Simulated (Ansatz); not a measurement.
bcc Eu, treated with LDA (plane waves, PAW; Ansatz, an electronic-structure program).

Numerical settings: plane-wave cutoff 520 eV, 18×18×18 k mesh, Fermi–Dirac smearing 0.05 eV, spin-polarised with parallel moments, scalar-relativistic PAW data made under PBE.

Equation-of-state points:

| V (Å³/atom) | E − E_lowest (meV/atom) | P (GPa) |
|---|---|---|
| 32.575 | 7.95 | 1.301 |
| 33.268 | 3.37 | 0.823 |
| 33.961 | 0.77 | 0.384 |
| 34.655 | 0.00 | -0.020 |
| 35.348 | 0.90 | -0.390 |
| 36.041 | 3.32 | -0.727 |
| 36.734 | 7.14 | -1.033 |

Q: Estimate the bulk modulus from the pressures at 33.961 and 35.348 Å³/atom, and compare it with a fit to all energies.

A: B = −V dP/dV. Between V = 33.961 and 35.348 Å³/atom, dP/dV = (-0.390 − (0.384))/(35.348 − 33.961) = -0.558 GPa per Å³/atom; at the midpoint 34.654 Å³/atom this gives B ≈ 19.3 GPa. The third-order Birch–Murnaghan fit gives V0 = 34.619 Å³/atom, B0 = 19.3 GPa, B′ = 3.4, which lies within 1 % of that estimate.

Measured, for comparison: bulk modulus 10.9 ± 0.6 GPa (room temperature, no zero-point or thermal correction, our sources range from 10.9 to 11.7; as tabulated in arXiv:1012.3782); equilibrium volume per atom 48.10 Å³/atom (293 K, no zero-point or thermal correction; as tabulated in Wikipedia's data pages). Computed (rounded) less measured: bulk modulus +77 % (+65 % to +77 % over the range), equilibrium volume per atom -28.0 %.

Note: the 4f shell is treated without U or exact exchange, so its levels and filling can be wrong; the collinear magnetic order is the start's and need not be the measured one.

Spin–orbit coupling is not included.

The computed numbers hold no vibrational or temperature effects.
